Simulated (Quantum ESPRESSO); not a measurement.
Quantum ESPRESSO 7.5, DFT, PBE, plane waves, SSSP 1.1.2 efficiency PBE: bcc Li, atoms displaced (Li10), 10 atoms. Basis and mesh were picked for this test and aren't claimed converged.

```yaml
cell: 3.51, 3.51, 17.55 Å; 90, 90, 90°
distance_to_the_nearest_atom: 2.70 to 2.95 Å
task: scf
k mesh: 5×5×1
ecutwfc: 45 Ry
ecutrho: 360 Ry
occupations: smearing
smearing: mv
degauss: 0.02 Ry
conv_thr: 1e-08 Ry
tprnfor: true
tstress: false
k-point pools (-nk): 8
diagonalization: david (default)
k-points computed: 13
bands: 19
electrons: 30
G-vectors of the density: 168289
FFT grid: 45×45×216
```

Settings of this run: mixing_mode = plain, mixing_beta = 0.7, mixing_ndim = 2; 8 ranks.

```tsv
SCF iteration	band solver's avg # of iterations (first pass)	estimated scf accuracy (Ry)
1	1.8	1.66004374
2	1.0	0.22250696
3	10.5	26.98309003
4	9.0	0.22954790
5	7.4	3.53676818
6	5.7	2.52014366
7	3.4	0.02221045
8	11.2	2.56266709
9	10.5	0.15220958
10	9.0	0.21999824
11	10.0	2.07069960
12	9.1	0.00438445
13	12.7	0.52519525
14	10.4	0.06102755
…	…	…
51	30.5	71.00663462
52	21.2	70.16870558
53	29.2	71.72359755
54	24.2	72.00503477
55	27.9	70.80839597
56	21.5	70.23068759
57	27.0	71.62994762
58	23.8	71.91785311
…	…	…
93	27.5	71.71970040
94	22.6	71.92019627
95	29.1	70.91730624
96	22.5	70.53914924
97	26.3	71.73086768
98	25.4	71.90577699
99	30.4	70.89312383
100	23.2	70.57724624
```

It was not converged after the 100 iterations allowed.

Q: Which change of settings makes this cycle converge?

A: One answer among several that fit: mixing_ndim = 16 (18 SCF iterations) or mixing_ndim = 8 (default) (20 SCF iterations), all else kept. The other changes of this size gave: mixing_ndim = 4 (23). With more settings changed, the fewest of all runs of this system: mixing_mode = local-TF, mixing_ndim = 8 (default) (11). Counts are of single runs.
